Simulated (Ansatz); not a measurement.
Effect of x(Os) = 0.5, 12 atoms, I4_1md on IrO2

Start from IrO2 in the rutile structure (space group P4_2/mnm, No. 136; a = 4.472 Å, c = 3.154 Å).

The other end (x = 1) is OsO2 in the rutile structure (space group P4_2/mnm, No. 136; a model cell): 10.52 Å³/atom, gap zero.

It is then changed as follows: a fraction x = 0.5 of the Ir sites is given to Os, ordered in a cell of 12 atoms (starting symmetry I4_1md) and fully relaxed.

Level of theory: PBEsol (Ansatz, a first-principles code, PAW, scalar-relativistic without spin-orbit coupling). Settings: 11×11×11 k-points, 0.05 eV Fermi–Dirac smearing, for the changed cell.

| quantity | base | changed | shift |
|---|---|---|---|
| volume per atom | 10.51 Å³ | 10.53 Å³ | +0.015 Å³ |
| density | 11.81 g/cm³ | 11.74 g/cm³ | -0.07 g/cm³ |
| shortest interatomic distance | 1.953 Å | 1.940 Å | -0.013 Å |
| band gap | zero | zero | – |
| mixing energy (to 0.01 eV only: unlike meshes or grids) | – | -0.02 eV/atom | – |
| deviation of the volume from the linear (Vegard-type) interpolation | – | +0.1 % | – |

Final structure:

```xyz
12
Lattice="-3.1591 3.1591 3.1639 3.1591 -3.1591 3.1639 3.1591 3.1591 -3.1639" Properties=species:S:1:pos:R:3 pbc="T T T"
Ir     3.1591     0.0000     3.1630
Os     3.1591     0.0000     0.0017
Ir     0.0000     0.0000     4.7450
Os     0.0000     0.0000     1.5836
O      1.9621     3.1591    -0.0168
O      5.0988     0.0000     0.0165
O      3.1591     1.1970     1.5651
O      0.0000     4.3785     1.5984
O      3.1591    -1.1970     1.5651
O      0.0000     1.9397     1.5984
O      1.1970     0.0000     3.1471
O      1.2194     0.0000     0.0165
```

Each cell is one ordered arrangement of few atoms, which overstates ordering effects compared with a random alloy. Stability against distortions was not tested. No Hubbard U is applied, and correlation can decide whether such a compound is a metal. All final runs are without spin polarisation.
